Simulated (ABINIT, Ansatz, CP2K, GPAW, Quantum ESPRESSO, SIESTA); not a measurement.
**Code comparison for SrMg5 (P-6m2, 6 atoms in the cell)**

Self-consistent single point.

```
SrMg5
1.0
    3.52198     0.00000     0.00000
   -1.76099     3.05012     0.00000
    0.00000     0.00000    15.37719
Sr Mg
1 5
Cartesian
  1.76099   1.01671   0.00000
  0.00000   0.00000  12.41231
  0.00000   0.00000   2.96488
  1.76099   1.01671  10.05837
  1.76099   1.01671   5.31882
  0.00000   0.00000   7.68860
```

Shared settings, as Ansatz (a program for electronic structure) writes them: kpoints.mp_grid.grid = 7 7 2; scf.occupations.method = gaussian; scf.occupations.width = 0.136 eV. Potentials and cutoffs stand in the table.

```csv
code,model,pressure (GPa),largest force (eV/Å),cutoff
SIESTA,"LDA PW92, numerical atomic orbitals DZP, PseudoDojo LDA standard norm-conserving potentials (rewritten from UPF to PSML)",1.25,0.289,grid 350 Ry
ABINIT,"LDA (PW92), norm-conserving pseudopotentials (PseudoDojo nc-sr-04 LDA standard)",-1.55,0.181,84 Ry
GPAW,"LDA (Perdew-Wang 92), GPAW PAW datasets LDA (gpaw-data 1.0.1)",-1.51,0.173,850 eV
CP2K,"LDA (Pade form), GPW, TZVP-MOLOPT-SR-GTH basis, GTH-PADE potentials (GTH_POTENTIALS)",-1.24,0.243,grid 500 Ry
Ansatz,"LDA (PW92), PAW files made with PBE",-1.58,0.177,default
Quantum ESPRESSO,"LDA (PZ), GBRV 1.5 ultrasoft (LDA) pseudopotentials",-1.58,0.181,40 Ry
```

Size of the force on each atom (eV/Å): Sizes of forces hide their directions.

| code | Sr1 | Mg2 | Mg3 | Mg4 | Mg5 | Mg6 |
|---|---|---|---|---|---|---|
| SIESTA | 0.000 | 0.289 | 0.289 | 0.108 | 0.108 | 0.000 |
| ABINIT | 0.000 | 0.181 | 0.181 | 0.103 | 0.103 | 0.000 |
| GPAW | 0.000 | 0.173 | 0.173 | 0.106 | 0.106 | 0.000 |
| CP2K | 0.000 | 0.243 | 0.243 | 0.108 | 0.108 | 0.000 |
| Ansatz | 0.000 | 0.177 | 0.177 | 0.103 | 0.103 | 0.000 |
| Quantum ESPRESSO | 0.000 | 0.181 | 0.181 | 0.103 | 0.103 | 0.000 |

The spread over the programs that give each value: pressure within 2.83 GPa; largest force within 0.116 eV/Å.

SIESTA and CP2K use small atom-centred bases, whose incompleteness enters pressures, forces and empty levels differently from a plane-wave cutoff. Ansatz's pressure is given at a fixed set of plane waves, as the other plane-wave codes print theirs. The same LDA comes in different parametrisations, which differ slightly. In the pressure, SIESTA (by 2.82) lies more than 1 GPa from the median of the plane-wave programs. In the force vectors, SIESTA (by 0.110) lies more than 0.08 eV/Å from the median of the plane-wave programs.

The starting cell comes from a database of computed structures (which also holds hypothetical and non-ambient phases and stackings), without a prior relaxation at this level.

Left out of this page: Elk and FLEUR (not drawn, or without a comparable value).

Keys are those of Ansatz 0.2.
